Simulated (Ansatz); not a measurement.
## A computed series for hypothetical rock salt MoP: response to strain

Take MoP in the rock salt structure (space group Fm-3m, No. 225; a = 4.901 Å; a hypothetical phase, not in the database extracts checked) as the base. Axes: x, y, z lie along the cube axes.

Strains are applied to the cell and any free atomic positions relax; under biaxial strain the out-of-plane vector relaxes too.

Calculations: PBEsol/PAW in Ansatz (a quantum-chemistry and plane-wave program), without spin-orbit coupling.

Notes on the quantities. pressure: mean of the normal stresses, compression positive.

```tsv
variant	space group	pressure	shortest interatomic distance
base	Fm-3m (No. 225)	0.0 GPa	2.450 Å
biaxial strain +0.17 %, plane normal [001], relaxed out of plane	I4/mmm (No. 139)	-0.6 GPa	2.449 Å
isotropic strain +1.97 %	Fm-3m (No. 225)	-10.6 GPa	2.499 Å
uniaxial strain ε_yy = +5.41 %	I4/mmm (No. 139)	-8.6 GPa	2.450 Å
tensor shear ε_yz = +1.00 %	Immm (No. 71)	0.0 GPa	2.450 Å
tensor shear ε_yz = −0.52 %	Immm (No. 71)	0.0 GPa	2.450 Å
```

Without a gap, meshes like the base's 16×16×16 leave anisotropic stresses uncertain by several tenths of a GPa, and small strain energies with them. No phonon test of stability was made. All final runs are without spin polarisation. An odd electron count without spin: MoP. MoP has a high density of states at the Fermi level and may be magnetic at this level.
